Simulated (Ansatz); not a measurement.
Here is the system:

```
CELL_PARAMETERS angstrom
      4.00078     0.00000     0.00000
     -2.00039     3.52828     0.00000
      0.00000     0.00000     6.63675
ATOMIC_POSITIONS crystal
  Cd 0.33346 0.66692 0.00155
  Cd 0.66654 0.33308 0.50155
  S  0.33608 0.67216 0.37545
  S  0.66392 0.32784 0.87545
```

No spin polarisation.

Computed with LDA (Ansatz, a quantum-chemistry and plane-wave program), without spin-orbit coupling. Γ-centred 9×9×5 mesh, Fermi–Dirac width 0.05 eV.

Predict the pressure, electron mass, hole mass and space group.

The pressure (mean of the normal stresses, compression positive) is 1.26 GPa. The electron mass is 0.11 mₑ along z, 0.12 mₑ across (at Γ) and the hole mass is 0.11 mₑ along x, 1.5 mₑ across (at Γ). The space group is Cmc2_1 (No. 36).

The levels and masses belong to the bands next to the band gap. The cells carry an imposed strain or load. Masses are band curvatures over ±0.01 Å⁻¹ around the edge. No phonon test of stability was made. The cell was made from CdS in the wurtzite structure (space group P6_3mc, No. 186) by this change: uniaxial strain ε_xx = −1.80 %.
